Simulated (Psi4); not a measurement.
Psi4 1.11, B3LYP/def2-svp: [CH3][Ge]([CH3])([CH3])[SiH2]N, 19 atoms. The geometry is a generated start, not checked to be a minimum at this level.

```yaml
task: energy
method: b3lyp
basis: def2-svp
memory: 3 GB
maxiter: 100
keys_of_the_molecule_block: symmetry c1
scf_type: df (default)
guess: auto, which took SAD (default)
scf_initial_accelerator: adiis (default)
e_convergence: 1e-06 (default)
d_convergence: 1e-06 (default)
dft_radial_points: 75 (default)
dft_spherical_points: 302 (default)
basis_functions: 171
grid_points: 403782
```

```xyz
19

Si     1.8822     0.1170     0.7295
N      2.7260    -0.6396    -0.5689
Ge    -0.3906     0.1329     0.0992
C     -0.7933     1.5676    -1.2245
C     -0.9739    -1.5817    -0.7394
C     -1.6099     0.4284     1.6479
H      2.4743     1.4515     0.8307
H      2.0770    -0.5307     2.0380
H      2.3223    -1.4579    -0.9922
H      3.7259    -0.7468    -0.5056
H     -1.7140     1.3554    -1.7629
H      0.0073     1.6608    -1.9538
H     -0.9068     2.5288    -0.7316
H     -0.7582    -2.4309    -0.0973
H     -2.0449    -1.5673    -0.9256
H     -0.4736    -1.7459    -1.6904
H     -1.3860     1.3649     2.1515
H     -1.5194    -0.3717     2.3773
H     -2.6446     0.4654     1.3182
```

One run each on 2 threads. Values of diis_max_vecs tried: 3, 6, 10 (default), 20.

### Question
Predict the course of the SCF iterations along this series.

### Answer
Fewest SCF iterations, within one of each other: 6 with 9, 10 (default) with 9, 20 with 9. The count rises to 15 at 3. All converge to one solution.

```csv
diis_max_vecs,SCF iterations,end
3,15,same solution
6,9,same solution
10 (default),9,same solution
20,9,same solution
```
